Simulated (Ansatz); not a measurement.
# monolayer HfS$_{2}$: band-edge transport data

Here is the system:

```xyz
3
Lattice="3.6887 0.0000 0.0000 -1.8444 3.1945 0.0000 0.0000 0.0000 18.9379" Properties=species:S:1:pos:R:3 pbc="T T T"
Hf     0.0000     0.0000     9.4690
S      0.0000     2.1297    10.8984
S      1.8444     1.0648     8.0395
```

The numbers are results of PBE, rigid bands (plane waves, PAW, scalar-relativistic; Ansatz, a program for electronic structure), not measurements. Condition of this run: biaxial strain +1 %. Geometry: cell and atoms relaxed with PBE, then loaded as said.

The band gap is 1.43 eV and the electron conductivity mass (300 K, dilute) comes out as 0.47 mₑ. The hole conductivity mass (300 K, dilute) is 0.34 mₑ and the effective density of states N_c (300 K) is 2.7e13 cm⁻². The effective density of states N_v (300 K) is 7.2e12 cm⁻². The Seebeck coefficient, n-type 1.9e12 cm⁻², 300 K is -397 μV/K. The Seebeck coefficient, p-type 1.9e12 cm⁻², 300 K is 286 μV/K.

Rigid bands; masses and Seebeck coefficients take one relaxation time τ for all states and one kind of carrier; polarons and phonon drag are left out. Spin-orbit coupling is left out; with 5d elements it also splits d-like band edges.

Model free-standing layer, not matched to a measured one here: monolayer HfS2.
